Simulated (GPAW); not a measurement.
```
CELL_PARAMETERS angstrom
      3.99369     0.00000     0.00000
      0.00000     3.99369     0.00000
      0.00000     0.00000     3.99369
ATOMIC_POSITIONS crystal
  Sr 0.00000 0.00000 0.00000
  Ti 0.50000 0.50000 0.50000
  O  0.50000 0.00000 0.50000
  O  0.00000 0.50000 0.50000
  O  0.50000 0.50000 0.00000
```

Method: revPBE+U, GPAW PAW datasets revPBE (gpaw-data 1.0.1) (plane waves; GPAW 25.7.0).

The set-up and first iterations of a GPAW log for SrTiO3 (Pm-3m, 5 atoms in the cell):

```
Input parameters:
  convergence: {bands: -2,
                density: 1e-05,
                energy: 1e-05}
  kpts: {gamma: True,
         size: (4, 4, 4)}
  maxiter: 120
  mode: {ecut: 900.0000000000001,
         name: pw}
  nbands: -4
  occupations: {name: methfessel-paxton,
                order: 0,
                width: 0.02}
  setups: {Ti: :d,2.0}
  symmetry: {symmorphic: False,
             tolerance: 0.0005}
  xc: revPBE

species:
  Sr:
    name: Strontium
    Z: 38.0
    valence: 10
    core: 28
    charge: 0.0
    file: Sr.revPBE.gz

    # Using partial waves for Sr as LCAO basis

  Ti:
    name: Titanium
    Z: 22.0
    valence: 12
    core: 10
    charge: 0.0
    Hubbard: {U: 2.0,  # eV
              l: 2,
              scale: True}
    file: Ti.revPBE.gz

    # Using partial waves for Ti as LCAO basis

  O:
    name: Oxygen
    Z: 8.0
    valence: 6
    core: 2
    charge: 0.0
    file: O.revPBE.gz

   [... lines left out ...]
  Total Charge: 0.000000

Density mixing:
  Method: separate
  Backend: pulay
  Linear mixing parameter: 0.05
  old densities: 5
  Damping of long wavelength oscillations: 50

Hamiltonian:
  XC and Coulomb potentials evaluated on a 56*56*56 grid
  External potential:
    NoExternalPotential

XC parameters: revPBE with 2 nearest neighbor stencil

Number of atoms: 5
Number of atomic orbitals: 30
Number of bands in calculation: 24
Number of valence electrons: 40
Bands to converge: 22

Density initialized from atomic densities
  24 bands from LCAO basis set

Atomic positions and initial magnetic moments

Positions:
   0 Sr     0.000000    0.000000    0.000000    ( 0.0000,  0.0000,  0.0000)
   1 Ti     1.996846    1.996846    1.996846    ( 0.0000,  0.0000,  0.0000)
   2 O      1.996846    0.000000    1.996846    ( 0.0000,  0.0000,  0.0000)
   3 O      0.000000    1.996846    1.996846    ( 0.0000,  0.0000,  0.0000)
   4 O      1.996846    1.996846    0.000000    ( 0.0000,  0.0000,  0.0000)

Unit cell:
           periodic     x           y           z      points  spacing
  1. axis:    yes    3.993693    0.000000    0.000000    28     0.1426
  2. axis:    yes    0.000000    3.993693    0.000000    28     0.1426
  3. axis:    yes    0.000000    0.000000    3.993693    28     0.1426

  Lengths:   3.993693   3.993693   3.993693
  Angles:   90.000000  90.000000  90.000000

Effective grid spacing dv^(1/3) = 0.1426
     iter     time        total  log10-change:
                         energy   eigst   dens
iter:   1 --:--:--   -42.493468   +0.49
iter:   2 --:--:--   -40.585336   -0.49  -0.94
iter:   3 --:--:--   -36.297467   +0.20  -1.01
iter:   4 --:--:--   -36.432527   -0.58  -1.36
iter:   5 --:--:--   -36.773835   -1.42  -1.42
```

Task: Will this run converge, and how will it end?

Result: The run converged in 31 iterations. Its thresholds were met; that alone does not show that basis and mesh suffice. It ends on: free energy E − TS (from the program's reference atoms) -36.5380 eV; top of the valence band (on the code's own zero) 6.05 eV; gap on the k-point mesh 2.06 eV. The log goes on:

```
   [... 4 lines left out ...]
iter:  10 --:--:--   -36.539448   -3.07  -2.59
iter:  11 --:--:--   -36.539506   -2.81  -2.58
iter:  12 --:--:--   -36.538161   -3.44  -2.65
iter:  13 --:--:--   -36.538069   -3.96  -3.27
iter:  14 --:--:--   -36.538037c  -4.95  -3.49
iter:  15 --:--:--   -36.538266c  -3.91  -3.56
iter:  16 --:--:--   -36.537998c  -3.99  -3.10
iter:  17 --:--:--   -36.537995c  -5.24  -3.88
iter:  18 --:--:--   -36.537997c  -5.99  -3.94
   [... 5 lines left out ...]
iter:  24 --:--:--   -36.537991c  -6.80  -4.65
iter:  25 --:--:--   -36.537991c  -7.07  -4.38
iter:  26 --:--:--   -36.537991c  -6.80  -4.71
iter:  27 --:--:--   -36.537990c  -7.22  -4.48
iter:  28 --:--:--   -36.537990c  -7.86c -4.81
iter:  29 --:--:--   -36.537990c  -8.03c -4.93
iter:  30 --:--:--   -36.537990c  -8.18c -5.00
iter:  31 --:--:--   -36.537990c  -8.49c -5.07c
Converged after 31 iterations.

Dipole moment: (-0.000009, -0.000009, -0.000009) |e|*Ang

Energy contributions relative to reference atoms: (reference = -115856.614496)

Kinetic:        +32.624370
Potential:      -37.757294
External:        +0.000000
XC:             -32.104420
Entropy (-ST):   +0.000000
Local:           +0.699354
SIC:             +0.000000
--------------------------
Free energy:    -36.537990
Extrapolated:   -36.537990

Showing only first 2 kpts
 Kpt  Band  Eigenvalues  Occupancy
  0    18      5.63715    2.00000
  0    19      5.63715    2.00000
  0    20      8.10919    0.00000
  0    21      8.10919    0.00000

  1    18      5.42001    2.00000
  1    19      5.42001    2.00000
  1    20      8.18141    0.00000
  1    21      9.02857    0.00000

Fermi level: 6.64946

Gap: 2.062 eV
Transition (v -> c):
  (s=0, k=9, n=19, [0.50, 0.50, 0.50]) -> (s=0, k=0, n=20, [0.00, 0.00, 0.00])
Direct/indirect transitions are different
Direct gap: 2.472 eV
Transition at: (s=0, k=0, n=19, [0.00, 0.00, 0.00])
Energy (eV): -36.53799

Forces in eV/Ang:
  0 Sr   -0.00000    0.00000   -0.00000
  1 Ti    0.00000    0.00000    0.00000
  2 O     0.00000   -0.00000   -0.00000
  3 O    -0.00000    0.00000    0.00000
  4 O    -0.00000   -0.00000    0.00000

Stress tensor:
     0.012032     0.000000     0.000000
     0.000000     0.012032     0.000000
     0.000000     0.000000     0.012032
Stress (GPa, Voigt): [1.9278 1.9278 1.9278 0.     0.     0.    ]
```

For comparison: a first run (DFT revPBE, plane waves, GPAW PAW datasets revPBE (gpaw-data 1.0.1)) was changed to give this one (setups: default → {Ti: :d,2.0}), and from it to this one the gap on the mesh goes from 1.775 to 2.062 eV.

The starting cell comes from a database of computed structures (which also holds hypothetical and non-ambient phases and stackings), without a prior relaxation at this level. Its lattice was rescaled by a random factor within 2.5 % of one. Spin polarisation is off. The U value is a test value, and with U on an open shell several self-consistent states can exist.

The run was DFT revPBE+U, plane waves, GPAW PAW datasets revPBE (gpaw-data 1.0.1). Main settings of its input:

* **mode**: pw
* **ecut**: 900 eV
* **xc**: revPBE
* **setups**: {Ti: :d,2.0}
* **kpts**: 4 4 4
* **mesh shift (steps)**: 0 0 0
* **occupations.name**: methfessel-paxton
* **occupations.width**: 0.02 eV
* **occupations.order**: 0
* **nbands**: -4
* **convergence.density**: 1e-05 e/electron
* **convergence.energy**: 1e-05 eV/electron
